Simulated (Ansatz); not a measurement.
For PtGe2 (model structure, started from the C54 type, Fddd, No. 70, 6 atoms in the cell), PBE (plane waves, PAW; Ansatz, an electronic-structure program) gives:

* **volume per atom**: 17.51 Å³/atom
* **enthalpy of formation**: -0.005 eV/atom

**Question.** What does PBE-D3(BJ) (PAW; Ansatz) give for the same quantities?

**Answer.** 
- equilibrium volume per atom: 16.81 Å³/atom (decreases by 4.0 %)
- formation enthalpy: -0.037 eV/atom (moves by -0.032 eV/atom)

Changes are worked out from the printed values.

Unless a cell is named, each level is at its own relaxed cell (PBE 17.51, PBE-D3(BJ) 16.81 Å³/atom).

Levels without +SOC leave out spin–orbit coupling, which shifts energies and cells of such heavy elements.

Ansatz's density-functional and Hartree–Fock values are scalar-relativistic unless marked +SOC, with PAW data made under PBE.

A model structure was made by putting elements into a prototype or built by hand; it is no filed structure, need not be a known phase, and can be a saddle point held by its symmetry.
